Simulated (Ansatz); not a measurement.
How far to go with the k-point mesh: LuTl₃ (P4mm, 4 atoms in the cell)

```yaml
crystal:
  lattice:
    - [4.70204, 0.00000, 0.00000]
    - [0.00000, 4.70204, 0.00000]
    - [0.00000, 0.00000, 4.70204]
  atoms:
    - { symbol: Lu, position: [0.00000, 0.00000, 0.01063] }
    - { symbol: Tl, position: [0.00000, 0.50000, 0.50000] }
    - { symbol: Tl, position: [0.50000, 0.00000, 0.50000] }
    - { symbol: Tl, position: [0.50000, 0.50000, 0.00000] }
```

Method of the run: PBEsol, default PAW files made with PBE (plane waves; Ansatz, an electronic-structure program).

Base settings: basis.ecutwfc = 30.9 Ry; kpoints.mp_grid.grid = 7 7 7; hamiltonian.xc = pbesol; hamiltonian.pseudopotentials = {kind: paw} (the program's default PAW files); scf.occupations.method = fermi_dirac; scf.occupations.width = 0.0073 Ry.

Only quantities that move along the ladder and can be compared are tabulated.

The count of work is k-points × plane waves × bands × iterations; it is no time. Core times come from one kind of shared machine, to one figure; runs under 30 s give none.

The starting cell comes from a database of computed structures (which also holds hypothetical and non-ambient phases and stackings), without a prior relaxation at this level. Its lattice was rescaled by up to half a per cent. One atom was moved a little off its site on purpose. Ansatz's pressure includes its estimate of the finite-basis (Pulay) stress.

```csv
kpoints.mp_grid.grid,free energy less the last step's (meV/atom),pressure (GPa),largest difference of a force vector from the last step's (eV/Å),count of work / last,core time / last (rough)
1 1 1,973.16,1.76,0.274,0.0031,–
2 2 2,103.41,-4.56,0.069,0.017,–
3 3 3,29.30,-1.44,0.010,0.017,–
4 4 4,-29.20,-2.00,0.013,0.044,–
5 5 5,-16.94,-1.79,0.014,0.044,–
7 7 7,-2.84,-1.83,0.000,0.099,–
8 8 8,-3.25,-1.80,0.009,0.19,0.2
10 10 10,0.35,-1.71,0.004,0.35,0.4
15 15 15,-0.07,-1.73,0.001,0.71,0.7
17 17 17,0.00,-1.73,0.000,1.0,1
```

Coarsest kpoints.mp_grid.grid that holds the free energy within 1 meV/atom of the last step, with all finer ones: 10 10 10, at 0.35 of the last step's count of work and about 0.4 of the last step's time; the step before is off by 3.3 meV/atom.

Coarsest kpoints.mp_grid.grid that holds the forces within 0.02 eV/Å of the last step, with all finer ones: 3 3 3, at 0.017 of the last step's count of work; the step before is off by 0.069 eV/Å.

Coarsest kpoints.mp_grid.grid that holds the pressure within 0.5 GPa of the last step, with all finer ones: 3 3 3, at 0.017 of the last step's count of work; the step before is off by 2.8 GPa.

Two neighbours can agree and both be off: 7 7 7 and 8 8 8 differ by 0.41 meV/atom in the free energy, yet lie about 3.3 meV/atom from the last step.

Keys are those of Ansatz 0.2.
